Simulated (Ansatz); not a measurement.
V, alloy series

Take V in the bcc (W type) structure (space group Im-3m, No. 229; a = 2.959 Å) as the base.

The other end (x = 1) is Ta in the bcc (W type) structure (space group Im-3m, No. 229): 17.68 Å³/atom, gap zero.

Ta replaces a fraction x of V; each row is one arrangement (x, atoms in the cell, starting space group or random), fully relaxed.

Method: Ansatz (a program for electronic structure), PBEsol, PAW, cutoff 420 eV, without spin-orbit coupling.

Candidates:
(a) x(Ta) = 0.75, 4 atoms, P4/mmm
(b) x(Ta) = 0.75, 4 atoms, Immm
(c) x(Ta) = 0.75, 4 atoms, Cmmm
(d) x(Ta) = 0.25, 4 atoms, P4/mmm
(e) x(Ta) = 0.5, 4 atoms, Fd-3m

Base values:

The shortest interatomic distance is 2.562 Å.

Question: Order them by shortest interatomic distance, highest first.

Answer: (a) x(Ta) = 0.75, 4 atoms, P4/mmm (2.731 Å), (e) x(Ta) = 0.5, 4 atoms, Fd-3m (2.716 Å), (b) x(Ta) = 0.75, 4 atoms, Immm (2.704 Å), (c) x(Ta) = 0.75, 4 atoms, Cmmm (2.643 Å), (d) x(Ta) = 0.25, 4 atoms, P4/mmm (2.580 Å)

These are small ordered cells, not random alloys; other orderings at the same x differ. Stability against distortions was not tested. Starting moments died away, wholly or in part, for x(Ta) = 0.75, 4 atoms, P4/mmm, the base, x(Ta) = 0.75, 4 atoms, Immm and x(Ta) = 0.75, 4 atoms, Cmmm and more; another magnetic solution may exist. All final runs are without spin polarisation.
